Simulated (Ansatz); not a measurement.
## The (100) surface of rock-salt MgO in its 1x1 cell (cut with top plane Mg + O, bottom plane Mg + O), outermost plane spacing 2.13 Å in the ideal cut

Computed with PBE (plane waves to 420 eV, PAW; Ansatz, a program for electronic structure).

Slab: 14 atoms, Mg7O7, 12.8 Å thick at the start; k 8x8x1, smearing 0.025 eV, dipole-corrected; all atoms relaxed; held to the start's symmetry, so lower structures may exist; no spin, no spin-orbit, no U.

The surface energy (mean of both faces) is 0.88 J/m² and the surface energy before relaxation is 0.90 J/m². The ionisation potential (bulk valence edge below the top vacuum level) is 5.22 eV and the electron affinity (the ionisation potential less the bulk band gap) is 0.76 eV. The gap of the slab on its k-mesh is 3.63 eV, the highest filled level below the top vacuum level comes out as 5.22 eV and the energy released by relaxation is 0.021 eV. The cost comes out as roughly 40 core-seconds.
